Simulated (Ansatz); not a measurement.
Take BAs (space group P6_422, No. 181; a = 3.429 Å, c = 7.403 Å; a hypothetical phase, not in the database extracts checked) as the base.

Levels (all Ansatz, an electronic-structure program, PAW): PBEsol (420 eV, no spin-orbit coupling); HSE06 (420 eV, no SOC).

Its gap is 0.31 eV with PBEsol and 0.90 eV with HSE06.

One thing is altered: a hydrostatic pressure of 10 GPa.

With PBEsol the gap becomes 0.13 eV.

Question: If the HSE06 correction stayed the same, what would the HSE06 gap be, and what does the HSE06 run give?

Answer: A rigid correction of +0.59 eV gives 0.72 eV. The HSE06 run gives 0.72 eV, so the two effects roughly add.

Single points use the geometry relaxed with PBEsol. HSE06 was sampled on its mesh, a few special points and the semilocal edge points, so its gap is an upper bound. Load acts through the strain it causes; cell and atoms are relaxed under it. Whether these cells are dynamically stable was not tested. No other phases were tried under pressure. The base started in P3_121 and relaxed to P6_422 at this level. The zero or small gap of BAs under pressure 10 GPa can change with the level of theory.
